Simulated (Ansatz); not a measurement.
The parent structure is SrTiO3 in the cubic perovskite structure (space group Pm-3m, No. 221).

```xyz
5
Lattice="3.8911 0.0000 0.0000 0.0000 3.8911 0.0000 0.0000 0.0000 3.8911" Properties=species:S:1:pos:R:3 pbc="T T T"
Sr     0.0000     0.0000     0.0000
Ti     1.9455     1.9455     1.9455
O      0.0000     1.9455     1.9455
O      1.9455     1.9455     0.0000
O      1.9455     0.0000     1.9455
```

The values are results of PBEsol (Ansatz, a first-principles code; PAW; 420 eV plane waves; no SOC), not measurements.

Perturbation: full substitution Ti → V; the structure is relaxed again.

Measured lattice parameter a: SrTiO3 3.89 Å (0 K or low temperature; corrected from measurement; as listed in D. I. Bilc et al., Physical Review B (2008)); SrVO3 3.842 Å (temperature not stated; as listed in Samuel D. Marks et al., Physical Review Materials (2021)).

Task: How well does PBEsol reproduce the measured shift?

Result: With PBEsol the lattice parameter a moves by -0.082 Å (3.891 → 3.809) against -0.048 Å measured. The two measured values stand on different bases (one corrected, one not), which blurs small differences.

No phonon test of stability was made. Seeded moments were not kept for Ti → V. No Hubbard U is applied, and correlation can decide whether such a compound is a metal. The final runs are not spin-polarised. An odd electron count without spin: SrVO3. Many cubic perovskites are stable only at high temperature; tilts and polar distortions were not tested.
